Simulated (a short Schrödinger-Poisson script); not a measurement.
System: gated Al0.25Ga0.75As/GaAs modulation-doped gas in a quantum well, at 300 K.

```tsv
layer	material	thickness (nm)	Nd (cm⁻³)	Na (cm⁻³)
1	Al0.25Ga0.75As	15	-	-
2	Al0.25Ga0.75As	10	5.5e17	-
3	Al0.25Ga0.75As	3	-	-
4	GaAs	20	-	-
5	Al0.25Ga0.75As	4000	-	2e14
```

The device is made up for the run: typed textbook-type constants, with dimensions and the other settings drawn at random. Al0.25Ga0.75As: permittivity 12.19, conduction-band edge (eV) 0.198, gap (eV) 1.736, electron mass (mₑ) 0.0878, Nv at 300 K (cm⁻³) 9e18. GaAs: permittivity 12.9, conduction-band edge (eV) 0, gap (eV) 1.424, Nv at 300 K (cm⁻³) 9e18.

Channel valleys (confinement mass, in-plane density-of-states mass, number): Γ 0.067, 0.067, 1. At the gate the conduction-band edge of layer 1 lies 0.95 eV − eVg above the Fermi level of the channel; the field vanishes at the back. Donor level 0.05 eV below the band edge. The barrier under the gate holds no holes. Gaps are held at their typed values at every temperature. Mesh 0.08 nm at interfaces.

From a short Schrödinger-Poisson script (our own, NumPy): 1D Poisson equation in equilibrium, electrons quantum, Hartree (BenDaniel-Duke, 40 states a valley, the channel's in-plane mass for all, wave functions free to enter the barrier), parabolic valleys, classical holes, donors ionised by Fermi statistics, acceptors fully, no traps, pinning or gate leakage.

The same stack at other levels of the model or other numerical settings:

```
run                                                                  sheet density of all electrons at Vg = 0.5 V (cm⁻²)  rough cost against the base
-------------------------------------------------------------------  ---------------------------------------------------  ---------------------------
base                                                                                                              6.09e9                      about 1
electrons treated as classical, Boltzmann                                                                         7.61e9                         0.03
electrons treated as classical, Fermi-Dirac                                                                       7.61e9                          0.2
electrons treated as quantum, Hartree plus LDA exchange-correlation                                               6.58e9                      about 1
mesh six times as coarse                                                                                          6.09e9                          0.2
one subband a valley                                                                                              4.57e9                          0.2
```

The classical rows ignore confinement, and Boltzmann statistics overrate the density once the band edge passes the Fermi level.
